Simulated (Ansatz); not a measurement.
Base system: Ru in the hcp (Mg type) structure (space group P6_3/mmc, No. 194; a = 2.704 Å, c = 4.263 Å; relaxed with 0.1 eV smearing). Axes: x lies along a and z along c of the hexagonal cell.

Calculations: r2SCAN (Ansatz, a quantum-chemistry and plane-wave program, PAW, spin-orbit coupling left out).

Base values:

| Property | Result |
|---|---|
| Pressure | 0.0 GPa |
| Shortest interatomic distance | 2.642 Å |

It is then changed as follows: the cell is stretched by 2.50 % along x with no lateral relaxation, atoms relaxed at fixed cell.

**Question.** How does this affect the energy relative to the base?

**Answer.** The energy grows by 15 meV/atom.

**Question.** What does the calculation give for the pressure after the change?

**Answer.** The pressure (mean of the normal stresses, compression positive) goes from zero to -7.5 GPa.

**Question.** Estimate the effect on the shortest interatomic distance.

**Answer.** The shortest interatomic distance rises by 0.005 Å to 2.647 Å.

The cells carry an imposed strain or load. No phonon test of stability was made. The final runs are not spin-polarised.
